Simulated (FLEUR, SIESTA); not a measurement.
A SIESTA input for a self-consistent single point of ZrNi2P2 (I4/mmm, 5 atoms in the cell) (DFT, LDA PW92, numerical atomic orbitals TZP, PseudoDojo LDA standard norm-conserving potentials (rewritten from UPF to PSML)):

```
# files in the folder: Zr.psml Ni.psml P.psml (PseudoDojo LDA standard)
SystemName  Zr(NiP)2
SystemLabel siesta

NumberOfAtoms                5
NumberOfSpecies              3
%block ChemicalSpeciesLabel
  1 40 Zr
  2 28 Ni
  3 15 P
%endblock ChemicalSpeciesLabel
LatticeConstant              1.0 Ang
%block LatticeVectors
    -1.888341000    1.888341000    4.879440000
     1.888341000   -1.888341000    4.879440000
     1.888341000    1.888341000   -4.879440000
%endblock LatticeVectors
AtomicCoordinatesFormat      Bohr
%block AtomicCoordinatesAndAtomicSpecies
     0.000000000    0.000000000    0.000000000  1
     3.568447320    0.000000000    4.610402621  2
     0.000000000    3.568447320    4.610402621  2
    -0.000000000    0.000000000   11.392120460  3
    -0.000000000    0.000000000    7.049490023  3
%endblock AtomicCoordinatesAndAtomicSpecies

XC.functional                LDA
XC.authors                   PW92
PAO.BasisSize                TZP
PAO.EnergyShift              0.01 Ry
MeshCutoff                   300 Ry
%block kgrid.MonkhorstPack
    8   0   0  0.0
    0   8   0  0.0
    0   0   8  0.0
%endblock kgrid.MonkhorstPack
OccupationFunction           MP
OccupationMPOrder            0
ElectronicTemperature        272.0 meV

MaxSCFIterations             150
SCF.Mixer.Method             Broyden
SCF.Mixer.Weight             0.25
SCF.Mixer.History            6
SCF.DM.Tolerance             1.0E-05
Diag.ParallelOverK           true
WriteForces                  true
```

Problem. Write the same calculation as an input for FLEUR.

Solution. One input that does it (others would too):

Input of the input generator:

```
Zr(NiP)2
&input film=f /
-3.5684473199 3.5684473199 9.2208052415
3.5684473199 -3.5684473199 9.2208052415
3.5684473199 3.5684473199 -9.2208052415
1.0
1.0 1.0 1.0

5
40 0.0000000000 0.0000000000 0.0000000000
28 0.2500000000 0.7500000000 0.5000000000
28 0.7500000000 0.2500000000 0.5000000000
15 0.6177400000 0.6177400000 0.0000000000
15 0.3822600000 0.3822600000 0.0000000000

&comp jspins=1 /
&exco xctyp='pz' /
&kpt div1=8 div2=8 div3=8 gamma=t /
&end /
```

```xml
<?xml version="1.0" encoding="UTF-8" standalone="no"?>
<fleurInput fleurInputVersion="0.39">
   <comment>
      Zr(NiP)2                                                                                            
   </comment>
   <calculationSetup>
      <cutoffs Kmax="4.3" Gmax="12.9" GmaxXC="12.9" numbands="0"/>
      <scfLoop itmax="80" minDistance="0.00001" maxIterBroyd="40" imix="Anderson" alpha="0.05" precondParam="0.0" spinf="2.0"/>
      <coreElectrons ctail="T" frcor="F" kcrel="0" coretail_lmax="0"/>
      <xcFunctional name="pz" relativisticCorrections="F"/>
      <magnetism jspins="1"/>
      <soc l_soc="F" theta="0.0" phi="0.0" spav="F"/>
      <expertModes spex="0" secvar="F"/>
      <geometryOptimization l_f="T" forcealpha="1.0" forcemix="BFGS" epsdisp="0.00001" epsforce="0.00001"/>
      <ldaU l_linMix="F" mixParam="0.05" spinf="1.0"/>
   </calculationSetup>
   <cell>
      <bzIntegration valenceElectrons="54.0" mode="gauss" fermiSmearingEnergy="0.00999582">
         <kPointListSelection listName="default-1"/>
         <!-- k-points included here -->
         <xi:include xmlns:xi="http://www.w3.org/2001/XInclude" href="kpts.xml"> </xi:include>
      </bzIntegration>
      <!-- symmetry operations included here -->
      <xi:include xmlns:xi="http://www.w3.org/2001/XInclude" href="sym.xml"> </xi:include>
      <bulkLattice scale="1.0">
         <bravaisMatrix>
            <row-1>   -3.5684473199000002     3.5684473199000002     9.2208052415000008</row-1>
            <row-2>    3.5684473199000002    -3.5684473199000002     9.2208052415000008</row-2>
            <row-3>    3.5684473199000002     3.5684473199000002    -9.2208052415000008</row-3>
         </bravaisMatrix>
      </bulkLattice>
   </cell>
   <atomSpecies>
      <species name="Zirconium (Zr)" element="Zr" atomicNumber="40">
         <mtSphere radius="2.68" gridPoints="925" logIncrement="0.014"/>
         <atomicCutoffs lmax="10" lnonsphr="8"/>
         <electronConfig flipSpins="F">
            <coreConfig>(1s1/2) (2s1/2) (2p1/2) (2p3/2) (3s1/2) (3p1/2) (3p3/2) (3d3/2) (3d5/2)</coreConfig>
            <valenceConfig>(4s1/2) (4p1/2) (4p3/2) (5s1/2) (4d3/2) (4d5/2)</valenceConfig>
            <stateOccupation state="(4d3/2)" spinUp="0.4" spinDown="0.4"/>
            <stateOccupation state="(4d5/2)" spinUp="0.6" spinDown="0.6"/>
         </electronConfig>
         <energyParameters s="5" p="5" d="4" f="4"/>
         <lo type="SCLO" l="0" n="4" eDeriv="0"/>
         <lo type="SCLO" l="1" n="4" eDeriv="0"/>
      </species>
      <species name="Nickel (Ni)" element="Ni" atomicNumber="28">
         <mtSphere radius="2.36" gridPoints="813" logIncrement="0.015"/>
         <atomicCutoffs lmax="10" lnonsphr="8"/>
         <electronConfig flipSpins="F">
            <coreConfig>(1s1/2) (2s1/2) (2p1/2) (2p3/2) (3s1/2)</coreConfig>
            <valenceConfig>(3p1/2) (3p3/2) (4s1/2) (3d3/2) (3d5/2)</valenceConfig>
            <stateOccupation state="(3d3/2)" spinUp="1.6" spinDown="1.6"/>
            <stateOccupation state="(3d5/2)" spinUp="2.4" spinDown="2.4"/>
         </electronConfig>
         <energyParameters s="4" p="4" d="3" f="4"/>
         <lo type="SCLO" l="1" n="3" eDeriv="0"/>
      </species>
      <species name="Phosphorous (P)" element="P" atomicNumber="15">
         <mtSphere radius="1.59" gridPoints="549" logIncrement="0.021"/>
         <atomicCutoffs lmax="6" lnonsphr="4"/>
         <electronConfig flipSpins="F">
            <coreConfig>(1s1/2) (2s1/2) (2p1/2) (2p3/2)</coreConfig>
            <valenceConfig>(3s1/2) (3p1/2) (3p3/2)</valenceConfig>
            <stateOccupation state="(3p1/2)" spinUp="0.5" spinDown="0.5"/>
            <stateOccupation state="(3p3/2)" spinUp="1.0" spinDown="1.0"/>
         </electronConfig>
         <energyParameters s="3" p="3" d="3" f="4"/>
      </species>
   </atomSpecies>
   <atomGroups>
      <atomGroup species="Zirconium (Zr)">
         <relPos label="                   1">.0000000000 .0000000000 .0000000000</relPos>
         <force calculate="T" relaxXYZ="TTT"/>
      </atomGroup>
      <atomGroup species="Nickel (Ni)">
         <relPos label="                   2">1.000/4.000 -1.000/4.000 1.000/2.000</relPos>
         <relPos label="                   3">-1.000/4.000 1.000/4.000 1.000/2.000</relPos>
         <force calculate="T" relaxXYZ="TTT"/>
      </atomGroup>
      <atomGroup species="Phosphorous (P)">
         <relPos label="                   4">-.3822600000 -.3822600000 .0000000000</relPos>
         <relPos label="                   5">.3822600000 .3822600000 .0000000000</relPos>
         <force calculate="T" relaxXYZ="TTT"/>
      </atomGroup>
   </atomGroups>
   <output dos="F" band="F" slice="F">
      <checks vchk="F" cdinf="F"/>
      <bandDOS minEnergy="-.5*Htr" maxEnergy="0.5*Htr" sigma="0.015" storeEVData="T"/>
      <vacuumDOS vacdos="F" integ="F" star="F" nstars="0" locx1="0.0" locy1="0.0" locx2="0.0" locy2="0.0" nstm="0" tworkf="0.0"/>
      <unfoldingBand unfoldBand="F" supercellX="1" supercellY="1" supercellZ="1"/>
      <plotting iplot="0" polar="F">
         <plot TwoD="T" vec1="  1.0  0.0  0.0" vec2="  0.0  1.0  0.0" vec3="  0.0  0.0  1.0" zero="  0.0  0.0  0.0" file="plot"/>
      </plotting>
      <chargeDensitySlicing numkpt="0" minEigenval="0.0" maxEigenval="0.0" nnne="0" pallst="F"/>
      <specialOutput eonly="F"/>
      <magneticCircularDichroism mcd="F" energyLo="-10.0" energyUp="0.0"/>
   </output>
  <!-- We include the file relax.xml here to enable relaxations (see documentation) -->
  <xi:include xmlns:xi="http://www.w3.org/2001/XInclude" href="relax.xml"> <xi:fallback/> </xi:include>
</fleurInput>
```

Basis, cutoffs, solver keys and any potentials are the target program's own. This input uses DFT, LDA (Perdew-Zunger), all-electron FLAPW (FLEUR), scalar-relativistic valence. LDA parametrisations can differ slightly between programs.

The starting cell comes from a database of computed structures (which also holds hypothetical and non-ambient phases and stackings), without a prior relaxation at this level. Its lattice was rescaled by a random factor within 2.5 % of one.
